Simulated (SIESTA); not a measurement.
Band structure of HfBe₂ (P6/mmm, 3 atoms in the cell).

```xyz
3
Lattice="3.7795 0.0000 0.0000 -1.8898 3.2731 0.0000 0.0000 0.0000 3.1700" Properties=species:S:1:pos:R:3 pbc="T T T"
Hf     0.0000     0.0000     0.0000
Be     0.0000     2.1821     1.5850
Be     1.8898     1.0910     1.5850
```

Method: LDA PW92, numerical atomic orbitals DZP, PseudoDojo LDA standard norm-conserving potentials (rewritten from UPF to PSML) (SIESTA).

Settings: XC.functional = LDA; XC.authors = PW92; potentials = PseudoDojo LDA standard; PAO.BasisSize = DZP; PAO.EnergyShift = 0.005 Ry; MeshCutoff = 400 Ry; kgrid.MonkhorstPack = 10 10 10; OccupationFunction = MP; OccupationMPOrder = 0; ElectronicTemperature = 0.05 eV; PAO.Polarization.NonPerturbative = true; MaxSCFIterations = 150; SCF.Mixer.Method = Pulay; SCF.Mixer.Weight = 0.25.

The starting cell comes from a database of computed structures (which also holds hypothetical and non-ambient phases and stackings), without a prior relaxation at this level. Spin-orbit coupling is off. Values carry the incompleteness of an atom-centred basis.

Levels in eV from the Fermi level, bands 7 to 12:
```tsv
point	7	8	9	10	11	12
Γ	-7.95	-1.06	-1.06	-0.40	3.84	4.51
M	-5.37	-3.80	-0.87	0.14	1.47	3.60
K	-4.20	-3.52	-3.52	2.09	2.34	2.34
A	-4.75	-3.62	0.39	0.39	1.82	1.82
L	-4.15	-1.90	-1.81	-1.50	-0.56	4.46
H	-3.47	-3.47	-0.92	-0.92	-0.67	3.62
```

Bands cross the Fermi level along this path, so the cell is metallic at this level.

Higher empty bands are left out: an atom-centred basis made for the valence describes them poorly.
